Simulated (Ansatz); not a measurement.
Base system: Zr₃N₄ (space group Fd-3m, No. 227; a = 9.083 Å; a cell from a computed database, its experimental status unchecked).

Method: plane-wave PAW DFT at the PBEsol level (Ansatz, a quantum-chemistry and plane-wave program, 420 eV), no spin-orbit coupling.

For the base:

```
Property                            Value
-------------------  --------------------
Density                        5.84 g/cm³
Electron mass        0.14, 0.65 mₑ (at Γ)
Smallest direct gap               0.68 eV
```

One thing is altered: a negative pressure, −2 GPa.

Q: How does this affect the density, electron mass and smallest direct gap?

A: The density drops by 0.05 g/cm³, from 5.84 g/cm³ to 5.79 g/cm³; the electron mass (degenerate bands, along [100]) goes from 0.14, 0.65 mₑ (at Γ) to 0.15, 0.66 mₑ (at Γ); the smallest direct gap rises by 0.01 eV, from 0.68 eV to 0.69 eV.

Load acts through the strain it causes; cell and atoms are relaxed under it. Masses are band curvatures over ±0.01 Å⁻¹ around the edge. Whether these cells are dynamically stable was not tested.
